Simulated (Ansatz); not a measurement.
**What each level gives and costs: LiCl (Fm-3m, 2 atoms in the cell)**

```xyz
2
Lattice="0.0000 2.5055 2.5055 2.5055 0.0000 2.5055 2.5055 2.5055 0.0000" Properties=species:S:1:pos:R:3 pbc="T T T"
Li     0.0000     0.0000     0.0000
Cl     2.5055     2.5055     2.5055
```

Program: Ansatz (a program for electronic structure), PAW files made with PBE; each row names its functional.

Base settings: basis.ecutwfc = 420 eV; kpoints.mp_grid.grid = 11 11 11; hamiltonian.xc = pbe0; hamiltonian.pseudopotentials = {kind: paw} (the program's default PAW files); scf.occupations.method = fixed.

Differences are taken from PBE0, a reference of convenience: it is no measurement, and no ranking of the functionals follows.

Core times come from one kind of shared machine and are given to one figure; runs under 30 s give none.

The starting cell comes from a database of computed structures (which also holds hypothetical and non-ambient phases and stackings), without a prior relaxation at this level. Its lattice was rescaled by a random factor within 2.5 % of one. Ansatz's pressure includes its estimate of the finite-basis (Pulay) stress.

| level | gap on the mesh less reference (eV) | pressure less reference (GPa) | core time / reference (rough) |
|---|---|---|---|
| PBE | -2.138 | 0.85 | – |
| HSE06 | -0.721 | 0.09 | 1 |
| PBE0 | 0.000 | 0.00 | 1 |

Keys are those of Ansatz 0.2.
